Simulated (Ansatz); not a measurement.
The reference is Mo in the bcc (W type) structure (space group Im-3m, No. 229; a = 3.1300 Å; relaxed with 0.1 eV smearing).

Computed with DFT with PBEsol, PAW potentials and a 420 eV plane-wave cutoff in Ansatz (a first-principles code), no spin-orbit coupling.

Base values:

- Pressure: 0.0 GPa
- Band gap: zero

One thing is altered: every lattice vector is shortened by 0.50 %, atoms relaxed at fixed cell.

Problem. What happens to the energy relative to the base?

Solution. The energy rises by 3.1 meV/atom.

Problem. What does the calculation give for the pressure after the change?

Solution. The pressure goes from zero to 4.3 GPa.

Problem. Estimate the effect on the band gap.

Solution. The band gap stays zero.

The cells carry an imposed strain or load. Whether these cells are dynamically stable was not tested. All final runs are without spin polarisation.
